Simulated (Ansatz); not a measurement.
Candidates (primitive cells; geometry: cell and atoms relaxed with PBEsol):
A. CsPbCl3 (Pm-3m), a = b = c = 5.6182 Å, α = β = γ = 90.00°
B. Na2Te (Fm-3m), a = b = c = 5.124 Å, α = β = γ = 60.00°
C. ZnSe (F-43m), a = b = c = 3.9833 Å, α = β = γ = 60.00°
D. La$_{2}$O$_{3}$ (P-3m1), a = b = 3.906 Å, c = 6.040 Å, α = β = 90.00°, γ = 120.00°

Problem. Rank these by Seebeck coefficient, p-type 1e19 cm⁻³ (lowest first), as PBEsol with spin-orbit coupling, rigid bands in Ansatz (a quantum-chemistry and plane-wave program) gives it.

Solution. A (89 μV/K), C (297 μV/K), B (427 μV/K), D (552 μV/K)

Seebeck coefficients are for the stated density at 300 K, with one relaxation time for all states and whether or not that doping can be reached.

CsPbCl3 (Pm-3m): a high-temperature phase held by its symmetry. Formula and space group known from diffraction (Crystallography Open Database), not checked to be the room-temperature form: Na2Te (Fm-3m).
